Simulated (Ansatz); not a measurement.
Band structure of LiAu3 (I4/mmm, 4 atoms in the cell).

```yaml
crystal:
  lattice:
    - [-1.98439, 1.98439, 4.17387]
    - [1.98439, -1.98439, 4.17387]
    - [1.98439, 1.98439, -4.17387]
  atoms:
    - { symbol: Li, position: [0.00000, 0.00000, 0.00000] }
    - { symbol: Au, position: [0.75000, 0.25000, 0.50000] }
    - { symbol: Au, position: [0.25000, 0.75000, 0.50000] }
    - { symbol: Au, position: [0.50000, 0.50000, 0.00000] }
```

Method of the run: PBEsol, PAW files made with PBE (plane waves; Ansatz, a first-principles code).

Settings: kpoints.mp_grid.grid = 10 10 10; hamiltonian.xc = pbesol; hamiltonian.pseudopotentials = {kind: paw} (the program's default PAW files); scf.occupations.method = fermi_dirac; scf.occupations.width = 0.1 eV; kpoints.band_path.npoints = 8.

The starting cell comes from a database of computed structures (which also holds hypothetical and non-ambient phases and stackings), without a prior relaxation at this level. Spin-orbit coupling is off.

Levels in eV from the Fermi level, bands 27 to 34:
```json
[
 {"point": "Γ", "27": "-2.47", "28": "-2.26", "29": "-1.25", "30": "0.82", "31": "4.35", "32": "5.61", "33": "5.61", "34": "5.95"},
 {"point": "X", "27": "-2.24", "28": "-1.89", "29": "-1.43", "30": "-0.69", "31": "-0.54", "32": "0.30", "33": "2.62", "34": "4.77"},
 {"point": "Y", "27": "-2.48", "28": "-2.25", "29": "-1.53", "30": "-1.45", "31": "-0.22", "32": "0.37", "33": "4.37", "34": "5.54"},
 {"point": "S", "27": "-2.99", "28": "-2.69", "29": "-2.16", "30": "-1.65", "31": "-0.92", "32": "4.91", "33": "6.56", "34": "6.98"},
 {"point": "Z", "27": "-2.11", "28": "-2.11", "29": "-1.91", "30": "-1.25", "31": "1.66", "32": "1.66", "33": "5.90", "34": "8.65"},
 {"point": "S1", "27": "-2.99", "28": "-2.69", "29": "-2.16", "30": "-1.65", "31": "-0.92", "32": "4.91", "33": "6.56", "34": "6.98"},
 {"point": "N", "27": "-3.28", "28": "-3.13", "29": "-2.10", "30": "-1.66", "31": "2.09", "32": "2.27", "33": "6.76", "34": "7.82"},
 {"point": "P", "27": "-2.92", "28": "-2.22", "29": "-1.95", "30": "-0.25", "31": "0.14", "32": "0.14", "33": "4.38", "34": "4.38"},
 {"point": "Y1", "27": "-2.48", "28": "-2.25", "29": "-1.53", "30": "-1.45", "31": "-0.22", "32": "0.37", "33": "4.37", "34": "5.54"}
]
```

Bands cross the Fermi level along this path, so the cell is metallic at this level.

Keys are those of Ansatz 0.2.
